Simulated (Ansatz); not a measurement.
Take Ge (space group Im-3m, No. 229; a model cell, its experimental status unchecked) as the base.

```
Ge
1.0
   -3.50268     3.50268     3.50268
    3.50268    -3.50268     3.50268
    3.50268     3.50268    -3.50268
Ge
6
Direct
  0.50000   0.75000   0.25000
  0.25000   0.50000   0.75000
  0.75000   0.50000   0.25000
  0.50000   0.25000   0.75000
  0.25000   0.75000   0.50000
  0.75000   0.25000   0.50000
```

Cartesian axes are those of the cell as printed.

Level of theory: Ansatz (a first-principles code), PBEsol, PAW, cutoff 420 eV, spin-orbit coupling left out.

Before the change:

* **Pressure**: 0.0 GPa
* **Shortest interatomic distance**: 2.477 Å

The change: strain tensor (xx, yy, zz, yz, xz, xy) = (+0.35, −0.67, +0.44, −0.06, +1.31, +0.65) %, atoms relaxed at fixed cell.

Task: What happens to the energy relative to the base?

Result: The energy goes up by 2.3 meV/atom.

Task: How does this affect the pressure?

Result: The pressure (mean of the normal stresses, compression positive) stays essentially unchanged (0.0 GPa against -0.1 GPa).

Task: Estimate the effect on the largest internal atomic displacement.

Result: The largest internal atomic displacement amounts to 0.020 Å.

Task: Estimate the effect on the shortest interatomic distance.

Result: The shortest interatomic distance falls by 0.0055 Å to 2.471 Å.

Whether these cells are dynamically stable was not tested. This is not the structure that Ge has at room temperature and ambient pressure.
